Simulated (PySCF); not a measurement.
PySCF 2.14.0, PBE0/def2-svp, df: W(NH)(F)2(OH)2 ([NH]=[W]([OH])([OH])([F])[F]), 9 atoms. The geometry is a generated start, not checked to be a minimum at this level.

```yaml
task: energy
method: pbe0
basis: def2-svp
two_electron_scheme: density fitting
mol.max_memory: 3000 MB
mf.max_cycle: 100
mf.conv_tol: 1e-09 (default)
mf.grids.level: 3 (default)
effective_core_potentials: those of the basis set, past Kr
basis_functions: 117
grid_points: 124328
```

```xyz
9

W     -0.0220     0.0561     0.0446
N      0.4712    -1.2549    -1.0696
H      0.7449    -2.0114    -1.6982
F      0.9965     0.0024     1.6972
F     -1.4262     1.1561    -0.7246
O     -1.3843    -0.6135     1.0977
H     -2.0840    -1.0634     1.5833
O      1.0515     1.5137    -0.3266
H      1.6524     2.2149    -0.6037
```

Charge 0 and multiplicity 1 are set for this test and not shown to be the ground state.

With the defaults (mf.DIIS = CDIIS, mf.diis = true, mf.init_guess = minao, mf.damp = 0, mf.diis_start_cycle = 1, mf.diis_space = 8) it converges in 14 Fock builds. One run each on 2 threads, 1 BLAS thread, with these changes:
- mf.diis = false
- mf.init_guess = huckel
- mf.damp = 0.3, mf.diis_start_cycle = 4
- mf.diis_space = 12
- mf.DIIS = ADIIS
- mf.diis_space = 5
- mf.damp = 0.7, mf.diis_start_cycle = 8
- mf.DIIS = EDIIS
- mf.init_guess = 1e

Which runs fail or end elsewhere than the default run?

No convergence: mf.DIIS = EDIIS; mf.diis = false (the run ends without SCF convergence in 100 cycles). The rest reach the solution of the defaults.

| setting | Fock builds | end |
|---|---|---|
| the defaults | 14 | same solution |
| mf.diis_space = 12 | 14 | same solution |
| mf.diis_space = 5 | 15 | same solution |
| mf.damp = 0.7, mf.diis_start_cycle = 8 | 17 | same solution |
| mf.init_guess = 1e | 18 | same solution |
| mf.damp = 0.3, mf.diis_start_cycle = 4 | 19 | same solution |
| mf.init_guess = huckel | 19 | same solution |
| mf.DIIS = ADIIS | 25 | same solution |
| mf.DIIS = EDIIS | 101 | no convergence |
| mf.diis = false | 101 | no convergence |
